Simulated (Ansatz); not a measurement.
**What Al interstitial (started 1.72 Å from the nearest host atom), symmetric start does to TiAl**

The reference is a 24-atom supercell of TiAl (space group P4/mmm, No. 123; a = 2.797 Å, c = 4.032 Å) at its relaxed geometry.

It is then changed as follows: a neutral Al interstitial (started 1.72 Å from the nearest host atom), symmetric start, atoms relaxed at fixed cell.

Method: PBEsol in Ansatz (plane waves to 420 eV, PAW, no spin-orbit coupling). Settings: 5×4×5 k-points, 0.05 eV Fermi–Dirac smearing.

| quantity | base | changed | shift |
|---|---|---|---|
| largest displacement of a host atom from its site in the perfect cell | – | 0.69 Å | – |
| final site of the added atom | – | 6 Al at 2.27–2.98 Å and 8 Ti at 2.39–3.35 Å | – |

In so small a cell the defect repeats every few ångströms: this is an ordered compound, not a dilute defect. The defect started on the symmetric site and kept its symmetry, so it may sit on a saddle. The final runs are not spin-polarised. The defect cell is not spin-polarised.

Ansatz is a quantum-chemistry and plane-wave program.
